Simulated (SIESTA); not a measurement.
# Input and output of a self-consistent single point for a (001) slab of Tl2Pd (cut from a parent of space group no. 15; 6 atoms in the cell) (SIESTA)

Method of the run: GGA PBEsol, numerical atomic orbitals DZP, PseudoDojo PBEsol standard norm-conserving potentials (rewritten from UPF to PSML) (SIESTA).

The input file:

```
# files in the folder: Pd.psml Tl.psml (PseudoDojo PBEsol standard)
SystemName  PdTl2
SystemLabel siesta

NumberOfAtoms                6
NumberOfSpecies              2
%block ChemicalSpeciesLabel
  1 46 Pd
  2 81 Tl
%endblock ChemicalSpeciesLabel
LatticeConstant              1.0 Bohr
%block LatticeVectors
    10.554354732    0.000000000    0.000000000
    -7.791064912   10.186198288    0.000000000
     0.000000000    0.000000000   32.051440709
%endblock LatticeVectors
AtomicCoordinatesFormat      Ang
%block AtomicCoordinatesAndAtomicSpecies
     0.333834328    4.520368228    9.589993633  1
     0.352086239    0.276129103    7.370796602  1
    -2.458968231    3.810114821    9.219092847  2
     3.144888798    0.986382510    7.741697388  2
     0.288240679    1.639493303    9.960894419  2
     0.397679888    3.157004027    6.999997581  2
%endblock AtomicCoordinatesAndAtomicSpecies

XC.functional                GGA
XC.authors                   PBEsol
PAO.BasisSize                DZP
PAO.EnergyShift              0.01 Ry
MeshCutoff                   350 Ry
%block kgrid.MonkhorstPack
    4   0   0  0.0
    0   3   0  0.0
    0   0   1  0.0
%endblock kgrid.MonkhorstPack
OccupationFunction           FD
ElectronicTemperature        100.0 meV

MaxSCFIterations             150
SCF.Mixer.Method             Broyden
SCF.Mixer.Weight             0.1
SCF.Mixer.History            6
SCF.DM.Tolerance             1.0E-04
Diag.ParallelOverK           true
WriteForces                  true
```

Output (repeated stretches shortened):

```
reinit: Reading from file input.fdf

reinit: System Name: PdTl2
reinit: System Label: siesta

coor:   Atomic-coordinates input format  =     Cartesian coordinates
coor:                                          (in Angstroms)

siesta: Atomic coordinates (Bohr) and species
siesta:      0.63086   8.54226  18.12246  1        1
siesta:      0.66535   0.52181  13.92879  1        2
siesta:     -4.64678   7.20007  17.42156  2        3
siesta:      5.94298   1.86399  14.62969  2        4
siesta:      0.54470   3.09819  18.82336  2        5
siesta:      0.75151   5.96587  13.22808  2        6

siesta: System type = slab

initatomlists: Number of atoms, orbitals, and projectors:      6   110   108

siesta: ******************** Simulation parameters ****************************
redata: Spin configuration                          = none
redata: Time-Reversal Symmetry                      = T
redata: Number of Atomic Species                    =        2
redata: Mesh Cutoff                                 =   350.0000 Ry
redata: Net charge of the system                    =     0.0000 |e|
redata: Min. number of SCF Iter                     =        0
redata: Max. number of SCF Iter                     =      150
redata: SCF convergence failure will abort job
redata: SCF mix quantity                            = Hamiltonian
redata: Mix DM or H after convergence               =   F
redata: Recompute H after scf cycle                 =   F
redata: Mix DM in first SCF step                    =   T
redata: No kicks to SCF
redata: DM Mixing Weight for Kicks                  =     0.5000
redata: Require Harris convergence for SCF          =   F
redata: Harris energy tolerance for SCF             =     0.000100 eV
redata: Require DM convergence for SCF              =   T
redata: DM tolerance for SCF                        =     0.000100
redata: Require EDM convergence for SCF             =   F
redata: EDM tolerance for SCF                       =     0.001000 eV
redata: Require H convergence for SCF               =   T
redata: Hamiltonian tolerance for SCF               =     0.001000 eV
redata: Require (free) Energy convergence for SCF   =   F
redata: (free) Energy tolerance for SCF             =     0.000100 eV
redata: Using DFT-D3 dispersion                     =   F
redata: Using Saved Data (generic)                  =   F
redata: Method of Calculation                       = Diagonalization
redata: Electronic Temperature                      =  1160.4518 K
redata: Number of TDED substeps                     =        3
redata: Dynamics option                             = Single-point calculation
redata: Save all siesta data in one NC              =   F
redata: ***********************************************************************

%block SCF.Mixers
  Broyden
%endblock SCF.Mixers

%block SCF.Mixer.Broyden
  # Mixing method
  method broyden

  # Mixing options
  weight 0.1000
  weight.linear 0.1000
  weight.prime 0.1000
  history 6
%endblock SCF.Mixer.Broyden

DM_history_depth set to one: no extrapolation allowed by default for geometry relaxation
Size of DM history Fstack: 1
Total number of electrons:    88.000000
Total ionic charge:    88.000000

* ProcessorY, Blocksize:    1  64

* Orbital distribution balance (max,min):   110   110

k-point displ. along   1 input, could be:     0.00    0.50
 Kpoints in:            8 . Kpoints trimmed:            7

siesta: k-grid: Number of k-points = 7
siesta: k-points from Monkhorst-Pack grid
siesta: k-cutoff (effective) =     8.480 Ang
siesta: k-point supercell and displacements
siesta: k-grid:     4     0     0      0.000
siesta: k-grid:     0     3     0      0.000
siesta: k-grid:     0     0     1      0.000

diag: Algorithm                                     = D&C
diag: Parallel over k                               =   F
diag: Use parallel 2D distribution                  =   F
diag: Parallel block-size                           = 64
diag: Parallel distribution                         =     1 x     1
diag: Used triangular part                          = Lower
diag: Absolute tolerance                            =  0.100E-15
diag: Orthogonalization factor                      =  0.100E-05
diag: Memory factor                                 =  1.0000

superc: Internal auxiliary supercell:     5 x     5 x     1  =      25
superc: Number of atoms, orbitals, and projectors:    150   2750   2700

                        Single-point calculation

superc: Internal auxiliary supercell:     5 x     5 x     1  =      25
superc: Number of atoms, orbitals, and projectors:    150   2750   2700

outcell: Unit cell vectors (Ang):
        5.585124    0.000000    0.000000
       -4.122854    5.390304    0.000000
        0.000000    0.000000   16.960892

outcell: Cell vector modules (Ang)   :    5.585124    6.786258   16.960892
outcell: Cell angles (23,13,12) (deg):     90.0000     90.0000    127.4111
outcell: Cell volume (Ang**3)        :    510.6164
new_DM -- step:     1
Initializing Density Matrix...

Attempting to read DM from file... Failed...
DM filled with atomic data:

InitMesh: MESH = 54 x 72 x 200 = 777600
InitMesh: Mesh cutoff (required, used) =   350.000   356.605 Ry

stepf: Fermi-Dirac step function

        iscf     Eharris(eV)        E_KS(eV)     FreeEng(eV)     dDmax    Ef(eV) dHmax(eV)
   scf:    1   -13927.218239   -13934.255212   -13934.357355  0.947452 -3.664047  5.548031
   scf:    2   -13937.829570   -13936.240064   -13936.349952  0.045461 -3.690013  3.619299
   scf:    3   -13937.697440   -13937.374389   -13937.501591  0.079602 -3.749324  2.030935
   scf:    4   -13934.969624   -13936.743488   -13936.857937  0.117862 -4.094509  4.749750
   scf:    5   -13937.684929   -13937.253112   -13937.372216  0.020021 -4.054948  3.249893
   scf:    6   -13937.882117   -13937.708535   -13937.838894  0.021809 -3.969479  0.478215
   [... 2 lines left out ...]
   scf:    9   -13937.718406   -13937.718886   -13937.851315  0.000937 -3.932519  0.007627
   scf:   10   -13937.719326   -13937.719179   -13937.851235  0.000723 -3.930062  0.050324
   scf:   11   -13937.718880   -13937.719079   -13937.851344  0.000446 -3.927042  0.002215
   scf:   12   -13937.719094   -13937.719087   -13937.851345  0.000038 -3.926961  0.001049
   scf:   13   -13937.719079   -13937.719083   -13937.851345  0.000041 -3.926888  0.000699

SCF Convergence by DM+H criterion
max |DM_out - DM_in|         :     0.0000412747
max |H_out - H_in|      (eV) :     0.0006992381
SCF cycle converged after 13 iterations

Using DM_out to compute the final energy and forces

siesta: E_KS(eV) =           -13937.7191

siesta: E_KS - E_eggbox =    -13937.7191

siesta: Atomic forces (eV/Ang):
     1    0.108161   -0.256256   -0.498433
     2   -0.107099    0.256596    0.498449
     3    0.031131    0.211267    0.066027
     4   -0.031293   -0.211118   -0.066032
     5   -0.168325   -0.005785    0.373244
     6    0.168374    0.005681   -0.373460
   Tot    0.000949    0.000386   -0.000206
   Max    0.498449
   Res    0.245738    sqrt( Sum f_i^2 / 3N )
   Max    0.498449    constrained

Stress tensor Voigt[x,y,z,yz,xz,xy] (kbar):       15.35       17.64       -0.34        0.87        0.67        3.80
(Free)E + p*V (eV/cell)   -13941.3194
Target enthalpy (eV/cell)   -13937.8513

siesta: Program's energy decomposition (eV):
siesta: Ebs     =     -1828.113563
siesta: Eions   =     17220.382850
siesta: Ena     =      1607.443003
siesta: Ekin    =      5885.828105
siesta: Enl     =     -1084.038983
siesta: Eso     =         0.000000
siesta: Edftu   =         0.000000
siesta: DEna    =        53.128295
siesta: DUscf   =         1.728324
siesta: DUext   =         0.000000
siesta: Ex      =     -2969.131498
siesta: Ec      =      -212.293479
siesta: Exc     =     -3181.424977
siesta: Eharris =    -13937.719079
siesta: Etot    =    -13937.719083
siesta: FreeEng =    -13937.851345

siesta: Atomic forces (eV/Ang):
siesta:      1    0.108161   -0.256256   -0.498433
siesta:      2   -0.107099    0.256596    0.498449
siesta:      3    0.031131    0.211267    0.066027
siesta:      4   -0.031293   -0.211118   -0.066032
siesta:      5   -0.168325   -0.005785    0.373244
siesta:      6    0.168374    0.005681   -0.373460
siesta: ----------------------------------------
siesta:    Tot    0.000949    0.000386   -0.000206

siesta: Stress tensor (static) (eV/Ang**3):
siesta:     0.009579    0.002374    0.000417
siesta:     0.002374    0.011007    0.000542
siesta:     0.000417    0.000542   -0.000211

siesta: Cell volume =        510.616409 Ang**3

siesta: Pressure (static):
siesta:                Solid            Molecule  Units
siesta:          -0.00007397         -0.00007010  Ry/Bohr**3
siesta:          -0.00679195         -0.00643626  eV/Ang**3
siesta:         -10.88190286        -10.31202981  kBar

siesta: Electric dipole (a.u.)  =    0.000000    0.000000    0.000023
siesta: Electric dipole (Debye) =    0.000000    0.000000    0.000057
```

The run converged in 13 iterations.

The starting cell comes from a database of computed structures (which also holds hypothetical and non-ambient phases and stackings), without a prior relaxation at this level. The slab is cut from that crystal, and its faces are unrelaxed. Its lattice was rescaled by up to half a per cent. Spin polarisation is off. Values carry the incompleteness of an atom-centred basis.

Cost on one core of a shared machine: roughly 70 s.
